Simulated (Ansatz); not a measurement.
Defect: Cu-vacancy pair (Cu on one host Ta site, one Ta site vacant) in rock-salt TaC, neutral cell. These are PBE, PAW (plane waves to 420 eV; Ansatz, a quantum-chemistry and plane-wave program) values and carry that method's errors.

Settings: 64 host sites, the relaxed PBE lattice, a 3×3×3 k-point mesh shifted by half a step, smearing 0.10 eV, spin-restricted, no image-charge correction. Energies are static. Spin-orbit coupling is left out. Forms of the defect that were not tried may lie lower.

Barriers: single points on a 4×4×4 k-point mesh shifted by half a step at the bands' geometries.

Relaxed starting cell (atoms counted from 1):

```
CELL_PARAMETERS angstrom
      8.95120     0.00000     0.00000
      0.00000     8.95120     0.00000
      0.00000     0.00000     8.95120
ATOMIC_POSITIONS crystal
  Cu 0.02219 0.02471 0.02087
  Ta 0.00042 0.99953 0.49643
  Ta 0.00761 0.49939 0.00589
  Ta 0.00547 0.50069 0.49323
  Ta 0.49806 0.99950 0.99870
  Ta 0.50018 0.99968 0.49858
  Ta 0.49483 0.50070 0.00376
  Ta 0.49529 0.49993 0.49368
  C  0.25340 0.99921 0.99803
  C  0.24953 0.99991 0.49746
  C  0.25018 0.49963 0.99709
  C  0.25022 0.49976 0.50089
  C  0.74639 0.99913 0.99788
  C  0.75079 0.99989 0.49694
  C  0.75078 0.49959 0.99888
  C  0.75066 0.49990 0.49794
  Ta 0.00514 0.25558 0.24797
  Ta 0.00009 0.24888 0.75155
  Ta 0.00492 0.74518 0.24601
  Ta 0.00041 0.75082 0.75347
  Ta 0.49361 0.25478 0.24812
  Ta 0.49959 0.24974 0.74901
  Ta 0.49327 0.74512 0.24783
  Ta 0.49916 0.74993 0.74917
  C  0.25051 0.24775 0.24884
  C  0.24995 0.25017 0.74850
  C  0.25051 0.75152 0.24887
  C  0.25007 0.74937 0.74812
  C  0.75014 0.25019 0.24830
  C  0.75013 0.25026 0.74844
  C  0.74977 0.74938 0.24841
  C  0.74999 0.74908 0.74831
  Ta 0.24712 0.99933 0.24539
  Ta 0.24682 0.99937 0.75142
  Ta 0.24997 0.50022 0.74876
  Ta 0.75301 0.99941 0.24517
  Ta 0.75216 0.99965 0.75049
  Ta 0.75040 0.50022 0.24830
  Ta 0.75052 0.49963 0.74881
  C  0.99965 0.99920 0.25185
  C  0.99954 0.99913 0.74477
  C  0.99871 0.49964 0.24856
  C  0.00056 0.49960 0.74912
  C  0.49913 0.99990 0.24790
  C  0.49859 0.99988 0.74914
  C  0.50252 0.49976 0.24857
  C  0.49959 0.49990 0.74899
  Ta 0.24959 0.25559 0.00350
  Ta 0.24977 0.25473 0.49195
  Ta 0.24766 0.74517 0.00325
  Ta 0.24947 0.74516 0.49165
  Ta 0.75328 0.24897 0.99843
  Ta 0.75069 0.24979 0.49792
  Ta 0.75510 0.75073 0.99873
  Ta 0.75086 0.74989 0.49750
  C  0.99869 0.25438 0.99705
  C  0.00017 0.24929 0.49897
  C  0.99891 0.74751 0.99728
  C  0.00006 0.75067 0.49893
  C  0.50062 0.24929 0.99852
  C  0.50007 0.24959 0.49840
  C  0.50056 0.75070 0.99841
  C  0.50007 0.75009 0.49840
```

End state 1 differs by these moves (Å; atoms that move under 0.08 Å are left out):

```
atom  element     Δx     Δy     Δz
----  -------  -----  -----  -----
3          Ta  -0.07  -0.01  -0.06
5          Ta   0.01   0.07   0.06
17         Ta  -0.05  -0.08  -0.02
19         Ta  -0.05   0.07  -0.01
21         Ta  -2.14   2.14   0.00
33         Ta   0.08   0.05   0.02
36         Ta  -0.07   0.05   0.01
50         Ta   0.01   0.07  -0.04
52         Ta  -0.07  -0.01   0.04
```

Q: Predict the forward and backward barriers to end state 1 from PBE, PAW.

A: forward 5.21 eV, backward 5.21 eV; at the saddle point atom 21 has neighbours 2 C at 1.97, 2 C at 2.19 Å. The saddle point's order was not checked.
